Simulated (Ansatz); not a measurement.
Consider BAs in the rock salt structure (space group Fm-3m, No. 225; a = 4.6143 Å; a hypothetical phase, not in the database extracts checked; relaxed with 0.1 eV smearing). Axes: x, y, z lie along the cube axes.

Level of theory: PBE/PAW in Ansatz (a program for electronic structure), no spin-orbit coupling.

Modification: tensor shear ε_yz = −0.75 % (engineering shear γ = -0.0150), atoms relaxed at fixed cell.

Predict the new stress.

The stress (xx, yy, zz, yz, xz, xy; compression positive) is (-0.1, 0.1, 0.1, 0.9, 0.0, 0.0) GPa.

How does this affect the energy relative to the base?

The energy rises by 0.5 meV/atom.

The cells carry an imposed strain or load. Stability against distortions was not tested. The final runs are not spin-polarised.
